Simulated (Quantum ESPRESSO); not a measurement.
Habitual settings against a tight run: LaMn2Ni3 (P6/mmm, 6 atoms in the cell)

Self-consistent single point.

```
CELL_PARAMETERS angstrom
      5.11634     0.00000     0.00000
     -2.55817     4.43088     0.00000
      0.00000     0.00000     3.93702
ATOMIC_POSITIONS crystal
  La 0.00000 0.00000 0.00000
  Mn 0.66667 0.33333 0.00000
  Mn 0.33333 0.66667 0.00000
  Ni 0.00000 0.50000 0.50000
  Ni 0.50000 0.00000 0.50000
  Ni 0.50000 0.50000 0.50000
```
Moments meant for the start (each program seeds them in its own way; μB, in the order of the atoms La Mn Mn Ni Ni Ni): 0.0 4.0 4.0 2.0 2.0 2.0.

Method: LDA (PZ), GBRV 1.5 ultrasoft (LDA) pseudopotentials (plane waves; Quantum ESPRESSO).

Base settings: ecutwfc = 50 Ry; ecutrho = 400 Ry; occupations = smearing; smearing = methfessel-paxton; degauss = 0.019992 Ry; nspin = 2; potentials = {La: la_lda_v1.uspp.F.UPF, Mn: mn_lda_v1.5.uspp.F.UPF, Ni: ni_lda_v1.4.uspp.F.UPF}; K_POINTS = automatic 5 5 6 0 0 0; conv_thr = 1e-09 Ry; mixing_beta = 0.3.

Tight run (finer mesh or higher cutoff; not a proven limit): ecutwfc: 50 Ry → 70 Ry; ecutrho: 400 Ry → 560 Ry; conv_thr: 1e-09 Ry → 7.3e-11 Ry; K_POINTS: automatic 5 5 6 0 0 0 → automatic 7 7 9 0 0 0. It gave Fermi level (on the code's own zero) 15.62 eV; pressure -7.28 GPa; size of the cell's spin moment 7.40 μB; site moments (μB, in the program's spheres or projections) La -0.02, Mn 2.91, Mn 2.91, Ni 0.48, Ni 0.48, Ni 0.48.

Quick runs, as changes from the base:
- A: the base itself
- B: ecutwfc: 50 Ry → 40 Ry; ecutrho: 400 Ry → 320 Ry; K_POINTS: automatic 5 5 6 0 0 0 → automatic 2 2 2 0 0 0
- C: ecutwfc: 50 Ry → 25 Ry; ecutrho: 400 Ry → 200 Ry; conv_thr: 1e-09 Ry → 7.3e-06 Ry; K_POINTS: automatic 5 5 6 0 0 0 → automatic 4 4 4 1 1 1

Energies are extrapolated to zero smearing width, which holds to low order in the width alone (under cold and Methfessel-Paxton smearing the free energy itself is taken).

Dashes: pressure of C, not trusted under this conv_thr with d or f elements.

The count of work is k-points × plane waves × bands × iterations; it is no time. Core times come from one kind of shared machine and are given to one figure; runs under 30 s give none.

The starting cell comes from a database of computed structures (which also holds hypothetical and non-ambient phases and stackings), without a prior relaxation at this level. Its lattice was rescaled by a random factor within 2.5 % of one. The magnetic order is the one reached from the typed start; others were not searched systematically. In the base run, with a pressure of about -7 GPa the cell is away from its equilibrium volume at this level.

| run | energy less tight (meV/atom) | pressure less tight (GPa) | size of the net moment less tight (μB/atom) | count of work / tight | core time / tight (rough) |
|---|---|---|---|---|---|
| A | 2.4 | -0.02 | 0.00 | 0.28 | 0.3 |
| B | 47.3 | -1.76 | 0.12 | 0.047 | 0.1 |
| C | 6196.1 | – | -0.05 | 0.042 | 0.05 |

Among the runs at the tight run's level, the energy misses run from 2.4 to 6196.1 meV/atom.
